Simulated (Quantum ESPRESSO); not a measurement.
# How a calculation on SrNiGe2 (Cmcm, 8 atoms in the cell) responds to its settings

```
CELL_PARAMETERS angstrom
      2.20120     8.58177     0.00000
     -2.20120     8.58177     0.00000
      0.00000     0.00000     4.17729
ATOMIC_POSITIONS crystal
  Sr 0.10757 0.10757 0.25000
  Sr 0.89243 0.89243 0.75000
  Ni 0.31771 0.31771 0.25000
  Ni 0.68229 0.68229 0.75000
  Ge 0.45654 0.45654 0.25000
  Ge 0.54346 0.54346 0.75000
  Ge 0.74916 0.74916 0.25000
  Ge 0.25084 0.25084 0.75000
```

Base run A: Quantum ESPRESSO with PBEsol, PSlibrary PAW (PBE) pseudopotentials, self-consistent single point.

Its settings: ecutwfc = 50 Ry; ecutrho = 350 Ry; occupations = smearing; smearing = marzari-vanderbilt; degauss = 0.0147 Ry; input_dft = pbesol; K_POINTS = automatic 4 4 4 1 1 1; conv_thr = 1e-11 Ry; mixing_beta = 0.4.

The starting cell comes from a database of computed structures (which also holds hypothetical and non-ambient phases and stackings), without a prior relaxation at this level. Spin polarisation is off. Without a gap this mesh is coarse (it stands for a supercell whose shortest vector is 17 Å).

Run A gave: pressure (GPa) -1.56; largest force (eV/Å) 0.263.

Runs:
- B: input_dft: pbesol → default; pseudopotentials: {Sr: Sr.pbe-spn-kjpaw_psl.1.0.0.UPF, Ni: Ni.pbe-n-kjpaw_psl.1.0.0.UPF, Ge: Ge.pbe-n-kjpaw_psl.1.0.0.UPF} → {Sr: Sr.pz-spn-kjpaw_psl.1.0.0.UPF, Ni: Ni.pz-n-kjpaw_psl.1.0.0.UPF, Ge: Ge.pz-n-kjpaw_psl.1.0.0.UPF} [LDA (PZ)]
- C: input_dft: pbesol → blyp [BLYP]
- D: input_dft: pbesol → wc [Wu-Cohen GGA]
- E: input_dft: pbesol → vdw-df2 [vdW-DF2]
- F: input_dft: pbesol → vdw-df-cx [vdW-DF-cx]
- G: input_dft: pbesol → rvv10 [rVV10]

Task: What does run E change against A?

Result: The pressure goes from -1.56 to 9.16 GPa and the largest force goes from 0.263 to 0.425 eV/Å.

Task: What does run F change against A?

Result: The pressure goes from -1.56 to -0.86 GPa and the largest force goes from 0.263 to 0.276 eV/Å.

Task: What does run B change against A?

Result: The pressure goes from -1.56 to -4.33 GPa and the largest force goes from 0.263 to 0.326 eV/Å.

| run | pressure (GPa) | largest force (eV/Å) |
|---|---|---|
| A | -1.56 | 0.263 |
| B | -4.33 | 0.326 |
| C | 6.79 | 0.332 |
| D | -1.23 | 0.264 |
| E | 9.16 | 0.425 |
| F | -0.86 | 0.276 |
| G | 4.11 | 0.354 |

Left out of this page: 3 runs of the series held back from this collection.
